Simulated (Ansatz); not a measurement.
The reference is Sn (space group I4_1/amd, No. 141; a = 5.8329 Å, c = 3.1581 Å).

Perturbation: full substitution Sn → Zn, then cell and atoms are relaxed.

Levels (all Ansatz, an electronic-structure program, PAW): PBEsol (420 eV, without spin-orbit coupling); r2SCAN (500 eV, no spin-orbit coupling).

The geometry is relaxed with PBEsol.

PBEsol pressure: 0.0 GPa

Problem. What does r2SCAN give at this geometry for the pressure?

Solution. The pressure goes from zero to 1.2 GPa.

Single points use the geometry relaxed with PBEsol. Their cutoffs differ, which shifts pressures a little. Whether these cells are dynamically stable was not tested. As relaxed here, Zn is a hypothetical phase, not in the database extracts checked.
